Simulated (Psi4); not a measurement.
Psi4 1.11, BP86/def2-tzvp: silylarsine ([SiH3][AsH2]), 7 atoms. The geometry is a generated start, not checked to be a minimum at this level.

* **task**: energy
* **method**: bp86
* **basis**: def2-tzvp
* **memory**: 3 GB
* **maxiter**: 100
* **keys of the molecule block**: symmetry c1
* **scf_type**: df (default)
* **e_convergence**: 1e-06 (default)
* **d_convergence**: 1e-06 (default)
* **dft_radial_points**: 75 (default)
* **dft_spherical_points**: 302 (default)
* **basis functions**: 115
* **grid points**: 151895

```xyz
7

Si    -0.8283     0.0817    -0.0900
As     1.4117    -0.1674    -0.6583
H     -1.6592    -0.6877    -1.0262
H     -1.2251     1.4898    -0.2079
H     -1.1818    -0.3598     1.2667
H      1.6366    -1.2287     0.3846
H      1.8462     0.8721     0.3310
```

With the defaults (diis = true, scf_initial_accelerator = adiis, damping_percentage = 0, diis_max_vecs = 10, guess = auto, which took SAD, diis_start = 1) it converges in 9 SCF iterations. One run each on 2 threads, with these changes:
- diis = false, scf_initial_accelerator = none, damping_percentage = 60
- diis_max_vecs = 3
- guess = core
- diis_max_vecs = 6
- guess = huckel
- scf_initial_accelerator = none
- guess = modhuckel
- diis_start = 4
- guess = gwh

**Question.** Which runs fail or end elsewhere than the default run?

**Answer.** No convergence: diis = false, scf_initial_accelerator = none, damping_percentage = 60 (the run ends without SCF convergence in 100 iterations). The rest reach the solution of the defaults.

```json
[
 {"setting": "the defaults", "SCF iterations": "9", "end": "same solution"},
 {"setting": "scf_initial_accelerator = none", "SCF iterations": "9", "end": "same solution"},
 {"setting": "diis_max_vecs = 6", "SCF iterations": "9", "end": "same solution"},
 {"setting": "guess = huckel", "SCF iterations": "10", "end": "same solution"},
 {"setting": "guess = modhuckel", "SCF iterations": "10", "end": "same solution"},
 {"setting": "diis_max_vecs = 3", "SCF iterations": "12", "end": "same solution"},
 {"setting": "guess = gwh", "SCF iterations": "13", "end": "same solution"},
 {"setting": "guess = core", "SCF iterations": "13", "end": "same solution"},
 {"setting": "diis_start = 4", "SCF iterations": "16", "end": "same solution"},
 {"setting": "diis = false, scf_initial_accelerator = none, damping_percentage = 60", "SCF iterations": "100", "end": "no convergence"}
]
```

1 further run of the study ended by our limits or in an error and is left out.
